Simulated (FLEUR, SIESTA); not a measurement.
A FLEUR input for a self-consistent single point of LaAl2Cu3 (Cmmm, 6 atoms in the cell) (DFT, PBEsol, all-electron FLAPW (FLEUR), scalar-relativistic valence):

Input of the input generator:

```
scf LaAl2Cu3
&input film=f /
5.0795932716 -8.5307074964 0.0000000000
5.0795932716 8.5307074964 0.0000000000
0.0000000000 0.0000000000 7.8818473548
1.0
1.0 1.0 1.0

6
57 0.0000000000 0.0000000000 0.0000000000
13 0.5000000000 0.0000000000 0.5000000000
13 0.0000000000 0.5000000000 0.5000000000
29 0.6610900000 0.3389100000 0.0000000000
29 0.3389100000 0.6610900000 0.0000000000
29 0.5000000000 0.5000000000 0.5000000000

&comp jspins=1 /
&exco xctyp='PBEs' /
&kpt div1=5 div2=5 div3=6 gamma=t /
&end /
```

```xml
<?xml version="1.0" encoding="UTF-8" standalone="no"?>
<fleurInput fleurInputVersion="0.39">
   <comment>
      scf LaAl2Cu3                                                                                        
   </comment>
   <calculationSetup>
      <cutoffs Kmax="4.3" Gmax="17.2" GmaxXC="17.2" numbands="0"/>
      <scfLoop itmax="80" minDistance="0.00001" maxIterBroyd="15" imix="Anderson" alpha="0.05" precondParam="0.0" spinf="2.0"/>
      <coreElectrons ctail="T" frcor="F" kcrel="0" coretail_lmax="0"/>
      <xcFunctional name="PBEs" relativisticCorrections="F"/>
      <magnetism jspins="1"/>
      <soc l_soc="F" theta="0.0" phi="0.0" spav="F"/>
      <expertModes spex="0" secvar="F"/>
      <geometryOptimization l_f="T" forcealpha="1.0" forcemix="BFGS" epsdisp="0.00001" epsforce="0.00001"/>
      <ldaU l_linMix="F" mixParam="0.05" spinf="1.0"/>
   </calculationSetup>
   <cell>
      <bzIntegration valenceElectrons="50.0" mode="hist" fermiSmearingEnergy="0.00367493">
         <kPointListSelection listName="default-1"/>
         <!-- k-points included here -->
         <xi:include xmlns:xi="http://www.w3.org/2001/XInclude" href="kpts.xml"> </xi:include>
      </bzIntegration>
      <!-- symmetry operations included here -->
      <xi:include xmlns:xi="http://www.w3.org/2001/XInclude" href="sym.xml"> </xi:include>
      <bulkLattice scale="1.0">
         <bravaisMatrix>
            <row-1>    5.0795932716000003    -8.5307074963999998     0.0000000000000000</row-1>
            <row-2>    5.0795932716000003     8.5307074963999998     0.0000000000000000</row-2>
            <row-3>    0.0000000000000000     0.0000000000000000     7.8818473547999996</row-3>
         </bravaisMatrix>
      </bulkLattice>
   </cell>
   <atomSpecies>
      <species name="Lanthanum (La)" element="La" atomicNumber="57">
         <mtSphere radius="2.68" gridPoints="925" logIncrement="0.014"/>
         <atomicCutoffs lmax="10" lnonsphr="8"/>
         <electronConfig flipSpins="F">
            <coreConfig>(1s1/2) (2s1/2) (2p1/2) (2p3/2) (3s1/2) (3p1/2) (3p3/2) (4s1/2) (3d3/2) (3d5/2) (4p1/2) (4p3/2) (4d3/2) (4d5/2)</coreConfig>
            <valenceConfig>(5s1/2) (5p1/2) (5p3/2) (6s1/2) (5d3/2) (5d5/2)</valenceConfig>
            <stateOccupation state="(5d3/2)" spinUp="0.2" spinDown="0.2"/>
            <stateOccupation state="(5d5/2)" spinUp="0.3" spinDown="0.3"/>
         </electronConfig>
         <energyParameters s="6" p="6" d="5" f="4"/>
         <lo type="SCLO" l="0" n="5" eDeriv="0"/>
         <lo type="SCLO" l="1" n="5" eDeriv="0"/>
      </species>
      <species name="Aluminum (Al)" element="Al" atomicNumber="13">
         <mtSphere radius="2.36" gridPoints="813" logIncrement="0.014"/>
         <atomicCutoffs lmax="10" lnonsphr="8"/>
         <electronConfig flipSpins="F">
            <coreConfig>(1s1/2) (2s1/2) (2p1/2) (2p3/2)</coreConfig>
            <valenceConfig>(3s1/2) (3p1/2) (3p3/2)</valenceConfig>
            <stateOccupation state="(3p1/2)" spinUp="0.1666666666667" spinDown="0.1666666666667"/>
            <stateOccupation state="(3p3/2)" spinUp="0.3333333333333" spinDown="0.3333333333333"/>
         </electronConfig>
         <energyParameters s="3" p="3" d="3" f="4"/>
      </species>
      <species name="Copper (Cu)" element="Cu" atomicNumber="29">
         <mtSphere radius="2.24" gridPoints="773" logIncrement="0.016"/>
         <atomicCutoffs lmax="8" lnonsphr="6"/>
         <electronConfig flipSpins="F">
            <coreConfig>(1s1/2) (2s1/2) (2p1/2) (2p3/2) (3s1/2) (3p1/2) (3p3/2)</coreConfig>
            <valenceConfig>(4s1/2) (3d3/2) (3d5/2)</valenceConfig>
            <stateOccupation state="(4s1/2)" spinUp="0.5" spinDown="0.5"/>
         </electronConfig>
         <energyParameters s="4" p="4" d="3" f="4"/>
         <lo type="HELO" l="2" n="4" eDeriv="0"/>
      </species>
   </atomSpecies>
   <atomGroups>
      <atomGroup species="Lanthanum (La)">
         <relPos label="                   1">.0000000000 .0000000000 .0000000000</relPos>
         <force calculate="T" relaxXYZ="TTT"/>
      </atomGroup>
      <atomGroup species="Aluminum (Al)">
         <relPos label="                   2">1.000/2.000 .0000000000 1.000/2.000</relPos>
         <relPos label="                   3">.0000000000 1.000/2.000 1.000/2.000</relPos>
         <force calculate="T" relaxXYZ="TTT"/>
      </atomGroup>
      <atomGroup species="Copper (Cu)">
         <relPos label="                   4">-.3389100000 .3389100000 .0000000000</relPos>
         <relPos label="                   5">.3389100000 -.3389100000 .0000000000</relPos>
         <force calculate="T" relaxXYZ="TTT"/>
      </atomGroup>
      <atomGroup species="Copper (Cu)">
         <relPos label="                   6">1.000/2.000 1.000/2.000 1.000/2.000</relPos>
         <force calculate="T" relaxXYZ="TTT"/>
      </atomGroup>
   </atomGroups>
   <output dos="F" band="F" slice="F">
      <checks vchk="F" cdinf="F"/>
      <bandDOS minEnergy="-.5*Htr" maxEnergy="0.5*Htr" sigma="0.015" storeEVData="T"/>
      <vacuumDOS vacdos="F" integ="F" star="F" nstars="0" locx1="0.0" locy1="0.0" locx2="0.0" locy2="0.0" nstm="0" tworkf="0.0"/>
      <unfoldingBand unfoldBand="F" supercellX="1" supercellY="1" supercellZ="1"/>
      <plotting iplot="0" polar="F">
         <plot TwoD="T" vec1="  1.0  0.0  0.0" vec2="  0.0  1.0  0.0" vec3="  0.0  0.0  1.0" zero="  0.0  0.0  0.0" file="plot"/>
      </plotting>
      <chargeDensitySlicing numkpt="0" minEigenval="0.0" maxEigenval="0.0" nnne="0" pallst="F"/>
      <specialOutput eonly="F"/>
      <magneticCircularDichroism mcd="F" energyLo="-10.0" energyUp="0.0"/>
   </output>
  <!-- We include the file relax.xml here to enable relaxations (see documentation) -->
  <xi:include xmlns:xi="http://www.w3.org/2001/XInclude" href="relax.xml"> <xi:fallback/> </xi:include>
</fleurInput>
```

### Question
Write the same calculation as an input for SIESTA.

### Answer
One input that does it (others would too):

```
# files in the folder: La.psml Al.psml Cu.psml (PseudoDojo PBEsol standard)
SystemName  LaAl2Cu3
SystemLabel LaAl2Cu3

NumberOfAtoms                6
NumberOfSpecies              3
%block ChemicalSpeciesLabel
  1 57 La
  2 13 Al
  3 29 Cu
%endblock ChemicalSpeciesLabel
LatticeConstant              1.0 Bohr
%block LatticeVectors
     5.079593272   -8.530707496    0.000000000
     5.079593272    8.530707496    0.000000000
     0.000000000    0.000000000    7.881847355
%endblock LatticeVectors
AtomicCoordinatesFormat      Ang
%block AtomicCoordinatesAndAtomicSpecies
     0.000000000    0.000000000    0.000000000  1
     1.344002500   -2.257128000    2.085447000  2
     1.344002500    2.257128000    2.085447000  2
     2.688005000   -1.454402998    0.000000000  3
     2.688005000    1.454402998    0.000000000  3
     2.688005000    0.000000000    2.085447000  3
%endblock AtomicCoordinatesAndAtomicSpecies

XC.functional                GGA
XC.authors                   PBEsol
PAO.BasisSize                DZP
PAO.EnergyShift              0.005 Ry
MeshCutoff                   400 Ry
%block kgrid.MonkhorstPack
    5   0   0  0.0
    0   5   0  0.0
    0   0   6  0.0
%endblock kgrid.MonkhorstPack
OccupationFunction           FD
ElectronicTemperature        1160.45 K

MaxSCFIterations             150
SCF.Mixer.Method             Pulay
SCF.Mixer.Weight             0.1
SCF.Mixer.History            6
SCF.DM.Tolerance             1.0E-04
Diag.ParallelOverK           true
WriteForces                  true
```

Basis, cutoffs, solver keys and any potentials are the target program's own. This input uses DFT, GGA PBEsol, numerical atomic orbitals DZP, PseudoDojo PBEsol standard norm-conserving potentials (rewritten from UPF to PSML).

The starting cell comes from a database of computed structures (which also holds hypothetical and non-ambient phases and stackings), without a prior relaxation at this level. Its lattice was rescaled by a random factor within 2.5 % of one.
